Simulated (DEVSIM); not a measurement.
System: abrupt Si n-p junction, at 300 K.

Layer 1 from the left is Si, thickness (μm) 0.830, Nd (cm⁻³) 6.5e15, τn (s) 0.00025, τp (s) 0.00025. Layer 2 from the left is Si, thickness (μm) 5.90, Na (cm⁻³) 7.1e15, τn (s) 0.00025, τp (s) 0.00025.

Left contact: ohmic. Right contact: ohmic. Voltage is applied to the left contact. Recombination: SRH at mid-gap, radiative, Auger. Mobility is μmin + (μ − μmin)/(1 + (N/Nref)^α).

The device is made up for the run: typed textbook-type constants, with dimensions and the other settings drawn at random. Values at 300 K.

Si: gap (eV) 1.124, affinity (eV) 4.05, permittivity 11.7, Nc (cm⁻³) 2.86e19, Nv (cm⁻³) 3.1e19, μn (cm²/Vs) 1417, μp (cm²/Vs) 470, μn,min 52, μp,min 45, Nref,n 9.7e16, Nref,p 2.2e17, αn 0.68, αp 0.72, B (cm³/s) 4.7e-15, Cn (cm⁶/s) 2.8e-31, Cp (cm⁶/s) 9.9e-32.

Simulated with DEVSIM: 1D drift-diffusion, Boltzmann statistics, complete ionisation; no tunnelling, impact ionisation, image-force lowering or self-heating.

Dark forward current:

| |V| (V) | |J| (A/cm²) |
|---|---|
| 0.05 | 4.187e-9 |
| 0.10 | 3.257e-8 |
| 0.15 | 2.256e-7 |
| 0.20 | 1.540e-6 |
| 0.25 | 1.048e-5 |
| 0.30 | 7.129e-5 |
| 0.35 | 0.0004845 |
| 0.40 | 0.003288 |
| 0.45 | 0.02227 |
| 0.50 | 0.1500 |
| 0.55 | 0.9834 |
| 0.60 | 5.694 |
| 0.65 | 23.52 |
| 0.70 | 65.65 |
| 0.75 | 140.4 |
| 0.80 | 253.3 |
| 0.85 | 407.5 |
| 0.90 | 604.4 |
| 0.95 | 844.5 |
| 1.00 | 1128 |
| 1.05 | 1454 |
| 1.10 | 1822 |
| 1.15 | 2232 |

Problem. Work out the local ideality factor n = ΔV / (kT/q · ln(J2/J1)) between the rows 0.15 and 0.20 V, 1.10 and 1.15 V.

Solution. kT/q = 25.85 mV. From 0.15 to 0.20 V: ln(1.540e-6/2.256e-7) = 1.921, n = 1.01, near the 1 of diffusion or emission over a barrier. From 1.10 to 1.15 V: ln(2232/1822) = 0.203, n = 9.53.

Problem. Estimate the current at 0.35 V from the Shockley equation with J0 = Σ q ni² D/(N L) coth(W/L), τ joining the SRH, radiative and Auger lifetimes that are on, and W taken as the whole layer.

Solution. ni² = 1.16e20 cm⁻⁶; holes in the n layer: μ = 439 cm²/Vs, D = 11.3 cm²/s, τ = 0.000247 s, L = 530 μm, W/L = 0.0016, term 3.90e-10 A/cm²; electrons in the p layer: μ = 1220 cm²/Vs, D = 31.5 cm²/s, τ = 0.000248 s, L = 884 μm, W/L = 0.0067, term 1.40e-10 A/cm². J0 = 5.30e-10 A/cm², and J = J0 exp(qV/kT) = 0.000402 A/cm². The simulation gives 0.000485 A/cm²; the estimate lies 17 % below. The estimate leaves out recombination in the depletion region and that region's share of W.
